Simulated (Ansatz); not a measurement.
## Carrier doping in hypothetical R-3 C

Consider C (space group R-3, No. 148; a = 6.3567 Å, c = 3.8730 Å (hexagonal axes); a hypothetical phase, not in the database extracts checked).

Carriers are added at fixed cell with a uniform background; the Fermi–Dirac width is that of 300 K.

Levels (all Ansatz, a program for electronic structure, PAW): PBE (420 eV, spin-orbit coupling left out); PBEsol (420 eV, without spin-orbit coupling).

The base cell above is that of PBE; each level relaxes its own structures.

```csv
case,"shift of the gap caused by the change, PBE","shift of the gap caused by the change, PBEsol"
electrons 2.0×10^21 cm⁻³,-0.03 eV,-0.03 eV
electrons 3.0×10^21 cm⁻³,-0.05 eV,-0.05 eV
electrons 1.0×10^22 cm⁻³,-0.17 eV,-0.18 eV
electrons 2.0×10^22 cm⁻³,-0.44 eV,-0.48 eV
holes 2.0×10^21 cm⁻³,-0.05 eV,-0.05 eV
holes 3.0×10^21 cm⁻³,-0.08 eV,-0.08 eV
holes 1.0×10^22 cm⁻³,-0.19 eV,-0.21 eV
holes 2.0×10^22 cm⁻³,-1.00 eV,-1.12 eV
```

The two levels differ by at most about 0.12 eV. They put the cases in the same order.

Carriers are added with a uniform compensating background; total energy and stress of such cells depend on the potential's zero and are not compared; many-body gap narrowing is missing at this level. No phonon test of stability was made.
